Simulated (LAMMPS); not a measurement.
An MD run on Ni (fcc) with 50 % of Ni sites Al, 864 atoms, at 300 K and 0 GPa, heated as the crystal.

All values are model results, not measurements: classical MD, pair style meam, file MoCoNiVFeAlCr_2nn.meam, run in LAMMPS.

```tsv
angle (°)	probability per degree, Al-Al-Ni	probability per degree, Ni-Al-Ni	probability per degree, Al-Al-Al
43.50	0.0000	0.0000	0.0000
46.50	0.0001	0.0000	0.0000
49.50	0.0012	0.0005	0.0005
52.50	0.0067	0.0024	0.0040
55.50	0.0267	0.0106	0.0182
58.50	0.0455	0.0286	0.0362
61.50	0.0312	0.0357	0.0334
64.50	0.0103	0.0233	0.0170
67.50	0.0024	0.0103	0.0050
70.50	0.0004	0.0043	0.0012
73.50	0.0001	0.0020	0.0006
76.50	0.0002	0.0013	0.0010
79.50	0.0009	0.0012	0.0027
82.50	0.0036	0.0032	0.0068
85.50	0.0097	0.0083	0.0124
88.50	0.0159	0.0139	0.0158
91.50	0.0155	0.0133	0.0126
94.50	0.0094	0.0090	0.0067
97.50	0.0042	0.0050	0.0031
100.5	0.0016	0.0027	0.0008
103.5	0.0007	0.0019	0.0007
106.5	0.0010	0.0018	0.0016
109.5	0.0028	0.0033	0.0052
112.5	0.0085	0.0083	0.0131
115.5	0.0188	0.0176	0.0249
118.5	0.0280	0.0276	0.0308
121.5	0.0266	0.0284	0.0251
124.5	0.0170	0.0194	0.0140
127.5	0.0078	0.0103	0.0051
130.5	0.0029	0.0049	0.0014
133.5	0.0014	0.0022	0.0006
136.5	0.0011	0.0012	0.0007
139.5	0.0008	0.0007	0.0009
142.5	0.0005	0.0003	0.0007
145.5	0.0003	0.0001	0.0003
148.5	0.0001	0.0001	0.0001
151.5	0.0001	0.0001	0.0001
154.5	0.0001	0.0000	0.0001
157.5	0.0003	0.0002	0.0001
160.5	0.0006	0.0003	0.0002
163.5	0.0011	0.0009	0.0005
166.5	0.0022	0.0018	0.0013
169.5	0.0043	0.0044	0.0037
172.5	0.0075	0.0078	0.0080
175.5	0.0090	0.0097	0.0104
178.5	0.0042	0.0045	0.0057
```

The data show:
- state found: crystal; no diffusion seen in 30 ps
- most common Al-Al-Ni angle: in the 3° bin centred on 58.5° (mean of all 96°)
- most common Ni-Al-Ni angle: in the 3° bin centred on 61.5° (mean of all 99°)

Caution: the random arrangement on this lattice is imposed, and need not be a phase that exists in equilibrium.
